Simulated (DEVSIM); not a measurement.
Structure: abrupt Si n-p junction, at 300 K.

Layer 1 from the left is Si, thickness (μm) 0.240, Nd (cm⁻³) 9.2e16, τn (s) 0.00027, τp (s) 0.00027. Layer 2 from the left is Si, thickness (μm) 9.00, Na (cm⁻³) 1e15, τn (s) 0.00027, τp (s) 0.00027.

Left contact: ohmic. Right contact: ohmic. Voltage is applied to the left contact. Recombination: SRH at mid-gap, radiative, Auger. Mobility is constant in doping.

This is a model device: material constants are rounded textbook-type values typed into the input, and sizes, dopings and lifetimes were drawn at random. Values at 300 K.

Si: gap (eV) 1.124, affinity (eV) 4.05, permittivity 11.7, Nc (cm⁻³) 2.86e19, Nv (cm⁻³) 3.1e19, μn (cm²/Vs) 1417, μp (cm²/Vs) 470, B (cm³/s) 4.7e-15, Cn (cm⁶/s) 2.8e-31, Cp (cm⁶/s) 9.9e-32.

DEVSIM, 1D drift-diffusion, Boltzmann statistics, complete ionisation; no tunnelling, impact ionisation, image-force lowering or self-heating.

**Question.** What does the simulation give for the dark forward voltage at 100 A/cm², the largest field in the device at zero bias?

**Answer.** dark forward voltage at 100 A/cm² 0.747 V; largest field in the device at zero bias 20000 V/cm.
